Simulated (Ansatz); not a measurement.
The parent structure is TiN in the rock salt structure (space group Fm-3m, No. 225; relaxed with 0.1 eV smearing).

Space group Fm-3m (No. 225); a = 4.233 Å, b = 4.233 Å, c = 4.233 Å, α = 90.00°, β = 90.00°, γ = 90.00°

```csv
atom,site,symmetry,x,y,z
N,4a,m-3m,0.0000,0.0000,0.0000
Ti,4b,m-3m,0.5000,0.5000,0.5000
```
(The calculation used a cell of 2 atoms; values per cell refer to that cell.)

All numbers come from r2SCAN in Ansatz (plane waves to 500 eV, PAW, no SOC).

For the base:

| Property | Result |
|---|---|
| Pressure | 0.0 GPa |

It is then changed as follows: every lattice vector is shortened by 5.73 %, atoms relaxed at fixed cell.

What does the calculation give for the energy relative to the base and pressure after the change?

The energy increases by 0.311 eV/atom; the pressure goes from zero to 75.6 GPa.

The cells carry an imposed strain or load. Stability against distortions was not tested. The final runs are not spin-polarised. An odd electron count without spin: TiN.

Ansatz is a quantum-chemistry and plane-wave program.
